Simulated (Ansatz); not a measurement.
## CdS, response to strain

The reference is CdS in the zinc blende structure (space group F-43m, No. 216; a = 5.824 Å). Axes: x, y, z lie along the cube axes.

Strains are applied to the cell and any free atomic positions relax; under biaxial strain the out-of-plane vector relaxes too.

Computed with DFT with PBEsol, PAW potentials and a 420 eV plane-wave cutoff in Ansatz (a first-principles code), without spin-orbit coupling.

Notes on the quantities. in-plane stress: mean in-plane stress (compression positive).

```tsv
change	band gap	electron mass	ratio −ε⊥/ε∥	in-plane stress	shortest interatomic distance
base	1.01 eV	0.11 mₑ (at Γ)	–	–	2.522 Å
biaxial strain −3.00 %, plane normal [001], relaxed out of plane	0.96 eV	0.12 mₑ out of plane, 0.11 mₑ in plane (at Γ)	1.43	+1.6 GPa	2.509 Å
biaxial strain −2.50 %, plane normal [001], relaxed out of plane	0.97 eV	0.12 mₑ out of plane, 0.11 mₑ in plane (at Γ)	1.44	+1.3 GPa	2.511 Å
biaxial strain −2.00 %, plane normal [001], relaxed out of plane	0.98 eV	0.12 mₑ out of plane, 0.11 mₑ in plane (at Γ)	1.44	+1.0 GPa	2.513 Å
biaxial strain −1.50 %, plane normal [001], relaxed out of plane	0.99 eV	0.12 mₑ out of plane, 0.11 mₑ in plane (at Γ)	1.45	+0.8 GPa	2.515 Å
biaxial strain −1.00 %, plane normal [001], relaxed out of plane	1.00 eV	0.11 mₑ (at Γ)	1.46	+0.5 GPa	2.518 Å
biaxial strain +1.50 %, plane normal [001], relaxed out of plane	0.93 eV	0.11 mₑ out of plane, 0.11 mₑ in plane (at Γ)	1.51	[?]	2.529 Å
biaxial strain +2.00 %, plane normal [001], relaxed out of plane	0.90 eV	0.11 mₑ out of plane, 0.11 mₑ in plane (at Γ)	1.52	-0.9 GPa	2.531 Å
biaxial strain +2.50 %, plane normal [001], relaxed out of plane	0.87 eV	0.10 mₑ out of plane, 0.11 mₑ in plane (at Γ)	1.52	-1.1 GPa	[?]
biaxial strain +3.00 %, plane normal [001], relaxed out of plane	0.85 eV	0.10 mₑ out of plane, 0.11 mₑ in plane (at Γ)	1.53	-1.3 GPa	2.535 Å
```

Task: Fill in the withheld entries from the trend.

Result: 
- biaxial strain +1.50 %, plane normal [001], relaxed out of plane, in-plane stress: -0.7 GPa
- biaxial strain +2.50 %, plane normal [001], relaxed out of plane, shortest interatomic distance: 2.533 Å

Masses are band curvatures over ±0.01 Å⁻¹ around the edge. Stability against distortions was not tested.
